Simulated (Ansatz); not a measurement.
Amorphous cells of 8 compositions: the gap between the highest filled and lowest empty level at the zone centre, by PBE and by a single point of HSE06 on the same geometry (PBE, scalar-relativistic without spin-orbit coupling (plane waves to 420 eV, PAW; Ansatz, a program for electronic structure); exact exchange cut at the cells' faces). The networks come from melt-quench runs on the CHGNet potential at compositions and starting densities chosen by hand, with anions pushed apart in the CHGNet dynamics, and DFT then relaxed them. The cells are small and were quenched far faster than real films, so single cells scatter. Defect or tail levels can set these gaps. The rows are the first to finish with both values and no moments.

| cell | PBE gap x (eV) | HSE06 gap y (eV) |
|---|---|---|
| A (In9Ga9Zn9O37Ba, 5.92 g/cm3) | 0.56 | 2.04 |
| B (In9Ga9Zn9O37Ag2, 6.03 g/cm3) | 0.58 | 2.08 |
| C (In9Ga9Zn9O37Ca, 5.81 g/cm3) | 0.81 | 2.37 |
| D (In9Ga9Zn9O37Li2, 5.79 g/cm3) | 0.94 | 2.53 |
| E (Hf18O41Nb2, 8.77 g/cm3) | 2.86 | 4.29 |
| F (Hf18O39W, 8.85 g/cm3) | 3.27 | 4.70 |
| G (Hf18O39Y2, 8.75 g/cm3) | 3.64 | withheld |
| H (Hf18O41Ta2, 8.88 g/cm3) | 4.04 | 5.59 |

Q: Fit a straight line through the 7 full rows and predict the withheld value for G (Hf18O39Y2, 8.75 g/cm3).

A: Means: x = 1.866, y = 3.371. Slope = Σ(Δx Δy) / Σ(Δx²) = 12.84 / 13.02 = 0.986; the r.m.s. residual is 0.056. Prediction: 3.371 + 0.986 × (3.64 − 1.866) = 5.12. The run gave 5.16, 0.04 above the line.
